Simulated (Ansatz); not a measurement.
## Lattice thermal conductivity of PbTe (rock salt, Fm-3m)

Method: the phonon Boltzmann equation with three-phonon and isotope scattering; PBEsol in Ansatz (a quantum-chemistry and plane-wave program); third-order constants from a 54-atom supercell out to 6.8 Å, harmonic mesh 6×6×6, k mesh 6×6×6, scattering mesh 13×13×13. Spin-orbit coupling is not included. Unless called populations, κ holds the coherence term between modes besides the Boltzmann populations.

```csv
T (K),κ (W/m/K),"κ, relaxation time",coherences (mean)
100,9.1,7.5,0.036
150,6.2,5.0,0.048
200,4.7,3.8,0.057
250,3.8,3.1,0.065
300,3.2,2.6,0.072
400,2.4,2.0,0.084
500,2.0,1.6,0.095
600,1.7,1.4,0.10
800,1.3,1.1,0.12
```

```yaml
highest_phonon_frequency: 3.6 THz
exponent n of κ ∝ T⁻ⁿ above 300 K: 0.92
```

Four-phonon, boundary and defect scattering are left out; adding them would lower the computed value.

The crystal is held in this phase throughout; melting and phase transitions are not modelled.

The PAW data sets were generated under PBE and serve the other functionals too.
